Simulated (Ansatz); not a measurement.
Base system: TiSi$_{2}$ (space group Fddd, No. 70; a = 4.7804 Å, b = 8.2321 Å, c = 8.5219 Å). Axes: x, y, z lie along a, b, c of the conventional cell.

All numbers come from r2SCAN, PAW, 500 eV (Ansatz, a program for electronic structure; no spin-orbit coupling), earlier PAW set.

Strains are applied to the cell and any free atomic positions relax; under biaxial strain the out-of-plane vector relaxes too.

One change was made to it. Results:

```json
[
 {"quantity": "pressure (mean of the normal stresses, compression positive)", "base": "0.0 GPa", "after": "-1.9 GPa"},
 {"quantity": "energy relative to the base (free energy F)", "base": "0 meV/atom", "after": "+2.3 meV/atom"},
 {"quantity": "volume per atom", "base": "13.97 Å³", "after": "14.19 Å³"}
]
```

### Question
What was done to the base?
A. tensor shear ε_xy = +0.78 %
B. biaxial strain +0.90 %, plane normal [001], relaxed out of plane
C. biaxial strain +3.24 %, plane normal [001], relaxed out of plane

### Answer
B, biaxial strain +0.90 %, plane normal [001], relaxed out of plane. For comparison, the pressure in the other runs: biaxial strain +3.24 %, plane normal [001], relaxed out of plane gives -6.0 GPa; tensor shear ε_xy = +0.78 % gives 0.0 GPa.

Without a gap, meshes like the base's 13×13×13 leave anisotropic stresses uncertain by several tenths of a GPa, and small strain energies with them. Stability against distortions was not tested. The final runs are not spin-polarised.
